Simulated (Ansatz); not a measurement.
Base system: SiS2 (space group Ibam, No. 72; a = 6.0185 Å, b = 9.3955 Å, c = 5.5448 Å; made of chains).

One thing is altered: an isotropic linear strain of +1.51 %, atoms relaxed at fixed cell.

Levels (all Ansatz, an electronic-structure program, PAW): PBEsol (420 eV, no spin-orbit coupling); r2SCAN (500 eV, no SOC); HSE06 (420 eV, no spin-orbit coupling).

At the geometry relaxed with PBEsol, these levels gave the following band gaps, in shuffled order: (a) 3.36 eV, (b) 4.08 eV, (c) 2.88 eV.

Q: Match each gap to its level.

A: (a) r2SCAN; (b) HSE06; (c) PBEsol.

Single points use the geometry relaxed with PBEsol. HSE06 was sampled on its mesh, a few special points and the semilocal edge points, so its gap is an upper bound. Whether these cells are dynamically stable was not tested. No dispersion term is included in the PBEsol runs.
